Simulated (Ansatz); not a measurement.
Consider Ru in the simple cubic structure (space group Pm-3m, No. 221; a = 2.481 Å; a hypothetical phase, not in the database extracts checked; relaxed with 0.1 eV smearing). Axes: x, y, z lie along the cube axes.

Method: PBEsol in Ansatz (plane waves to 420 eV, PAW, no spin-orbit coupling).

Now apply this change: every lattice vector is stretched by 2.83 %, atoms relaxed at fixed cell.

Predict the stress tensor and what it implies for the stiffness.

Stress of the strained cell less that of the base (GPa, compression positive):
```
  -16.9     0.0     0.0
    0.0   -16.9     0.0
    0.0     0.0   -16.9
```

Then B = −ΔP/(ΔV/V₀) with ΔV/V₀ = 0.0873 gives secant stiffness values (nonlinear terms included at this strain): B ≈ 193 GPa.

As a check, the harmonic strain energy −½ V₀ Δσ:ε is 68 meV/atom; the computed energy rise is 76 meV/atom.

Stability against distortions was not tested. The final runs are not spin-polarised. Ru has a high density of states at the Fermi level and may be magnetic at this level.

Ansatz is a first-principles code.
